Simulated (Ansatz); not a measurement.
Consider a periodic stack without vacuum, fluorite-type CoSi2 (0 0 1) on Si0.75Ge0.25, ordered (0 0 1), B on 2 of 2 substrate sites at each interface (film strained to the substrate, faces as cut): substrate slab Ge4Si14B4, film Co8Si16, surface cells [[0, -1], [1, 0]] and [[0, -1], [2, 1]], film strained by +3.2 and +3.2 %, faces GeSi/GeSi and Si/Co as cut (like faces can put a slab off its formula). Its start:

```xyz
46
Lattice="5.5326 0.0000 0.0487 0.0000 5.5328 -0.0120 -2.5051 -0.0749 23.9059" Properties=species:S:1:pos:R:3 pbc="T T T"
Ge     0.4768    -0.1350     2.5389
Si     3.2499     2.6185     2.5439
B      3.1098     0.9295     1.4669
B      0.3910     3.7023     1.3874
Si     1.2404     1.7378     1.0311
Si     3.9953     4.4738     1.0890
Ge     0.2888    -0.0798     8.1679
Si     3.0573     2.6875     8.1430
Si     4.5734     1.2887     4.0366
Si     1.8106     3.9033     3.9844
Ge     3.1113    -0.1124     5.3759
Si     0.3592     2.6580     5.3812
Si     1.7064     1.3085     6.7632
Si     4.4768     4.0283     6.7763
B      0.2548    -0.0180    13.4252
B      3.4392     3.1732    13.7086
Si     4.3959     1.3704     9.5648
Si     1.6732     4.0124     9.5371
Ge     2.9962    -0.0428    10.9559
Si     0.2420     2.7000    10.9132
Si     1.4026     1.1740    12.2951
Si     4.5268     4.1935    12.3190
Co     3.2758     3.1085    18.4616
Co     0.4692     0.3060    18.4481
Co     0.5777     2.9977    15.8551
Co     3.2159     0.3535    15.8756
Co    -2.4131     3.1211    23.4619
Co     0.3449     0.3497    23.5281
Co     0.4291     3.1006    20.9807
Co    -2.3585     0.3492    20.9637
Si    -0.8575     4.4574    17.1989
Si     1.8995     1.6949    17.2122
Si     1.9001     4.4867    17.1880
Si    -0.8508     1.7011    17.1627
Si     1.8967     4.4304    14.5945
Si    -0.8623     1.6509    14.5784
Si    -0.8628     4.4327    14.7752
Si     2.0981     1.8682    14.5149
Si    -1.0244     4.4768    22.3563
Si     1.7277     1.7077    22.4077
Si     1.7480     4.4992    22.3605
Si    -1.0099     1.7203    22.3224
Si     1.8455     4.4666    19.7632
Si    -0.9305     1.6993    19.7425
Si    -0.9434     4.4873    19.7749
Si     1.8297     1.7262    19.7651
```

The start was prepared with a machine-learned potential, and the result is one local minimum, with the in-plane cell held and forces under 0.04 eV/Å; the film can end far from its bulk form.

These are PBE (plane waves to 420 eV, PAW; Ansatz, a first-principles code) values and carry that method's errors. Spin–orbit coupling is left out; the runs are not spin-polarised; PBE gaps are too small against experiment. Its k-point mesh 5×5×1, Fermi–Dirac width 0.05 eV.

Predict the relaxed interface.


```
Property                                                                                                                 Result
--------------------------------------------------------------------------------  ---------------------------------------------
interface area                                                                                                          30.6 Å²
period                                                                                                                  23.19 Å
gaps between the outermost planes at the two interfaces                                                         0.80 and 0.71 Å
B–Si contacts across the interfaces within 1.22 times the sum of covalent radii                                  9, mean 2.15 Å
Co–Si contacts across the interfaces within 1.22 times the sum of covalent radii                                 5, mean 2.36 Å
B–Co contacts across the interfaces within 1.22 times the sum of covalent radii                                  4, mean 2.09 Å
Si–Si contacts across the interfaces within 1.22 times the sum of covalent radii                                 4, mean 2.55 Å
estimate of the barrier                                                           withheld, since the two interfaces are unlike
slope of the mean potential energy in the substrate                                                              +4.5 MV/cm × e
```
